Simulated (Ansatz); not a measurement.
System: InSe (P6₃/mmc, No. 194; cell taken from a computed entry). Method: r²SCAN+SOC in Ansatz (plane waves, PAW).

Numerical settings: plane-wave cutoff 560 eV, 12×12×2 k mesh (along the axes of the cell as run), Fermi–Dirac smearing 0.01 eV, PAW data made under PBE.

Cell (relaxed with PBEsol):

```cif
data_In4Se4
_chemical_formula_sum 'In4 Se4'
_space_group_name_H-M_alt 'P63/mmc'
_space_group_IT_number 194
_space_group_name_Hall '-P 6c 2c'
_cell_length_a 4.00573
_cell_length_b 4.00573
_cell_length_c 16.99831
_cell_angle_alpha 90.000
_cell_angle_beta 90.000
_cell_angle_gamma 120.000
loop_
_atom_site_label
_atom_site_type_symbol
_atom_site_symmetry_multiplicity
_atom_site_Wyckoff_symbol
_atom_site_fract_x
_atom_site_fract_y
_atom_site_fract_z
_atom_site_occupancy
In1 In 4 f 0.33333 0.66667 0.16833 1
Se1 Se 4 f 0.66667 0.33333 0.09308 1
```

Problem. What does this level give for the band gap?

Solution. 
band gap: 0.94 eV (direct)

Measured, for comparison: band gap 1.17 eV (temperature not stated, no zero-point or thermal correction; as tabulated in Kim et al. (2020), doi:10.1038/s41597-020-00723-8). Computed (rounded) less measured: band gap -0.23 eV.

Note: the cell comes from a level without a dispersion term, which matters for the spacing of layers, chains or molecules; cell and atoms aren't relaxed at this level (largest force component 0.08 eV/Å, pressure 0.9 GPa); the cell has widely spaced layers and the level no dispersion term, so their spacing and the moduli can rest on weak binding.

Computed values are for the static lattice.

Cost on a shared machine: about 40 core-minutes (a rough figure).

Ansatz is a quantum-chemistry and plane-wave program.
